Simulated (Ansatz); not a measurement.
# Phonon-limited transport in CoSn (P6/mmm)

Given:

```
CoSn
1.0
    5.22104     0.00000     0.00000
   -2.61052     4.52155     0.00000
    0.00000     0.00000     4.16430
Co Sn
3 3
Cartesian
 -1.30526   2.26078   0.00000
  2.61052   0.00000   0.00000
  1.30526   2.26078   0.00000
  2.61052   1.50718   2.08215
  0.00000   3.01437   2.08215
  0.00000   0.00000   0.00000
```

These are PBEsol, DFPT electron-phonon coupling, linearised Boltzmann equation (plane waves, PAW, scalar-relativistic; Ansatz, an electronic-structure program) values and carry that method's errors. Cell: relaxed with this functional, without spin-orbit coupling.

| Property | Value |
|---|---|
| resistivity at 300 K | 56 (x), 56 (y), 3.9 (z) μΩ·cm |
| resistivity at 77 K | 7.3 (x), 7.3 (y), 0.53 (z) μΩ·cm |
| electron mean free path at 300 K (weighted by the current that each state carries) | 13.9 (x), 13.9 (y), 15.6 (z) nm |
| density of states at the Fermi level | 1.22 states/(eV·spin·cell) |
| Drude plasma energy | 1.87 (x), 1.87 (y), 6.9 (z) eV |

A metal at this level (no band gap). Only scattering by harmonic phonons is included (no impurities, grain boundaries, electron-electron scattering or thermal expansion). Spin-orbit coupling is left out. The squared frequency of the phonon mode least converged on the k mesh is uncertain by 21 %. The run warned that the eigensolver left some states short of its tolerance. Halving the electron mesh (20x20x20) moves the resistivity by up to 7 % at 300 K, the mean free path by up to 9 %. Smearing 0.20 eV; phonons on a 3x3x4 q mesh, which this run doesn't test and which matters most at low temperature.

Treated as nonmagnetic (a ferromagnetic start lost its moment, other orders weren't tried): CoSn (P6/mmm).
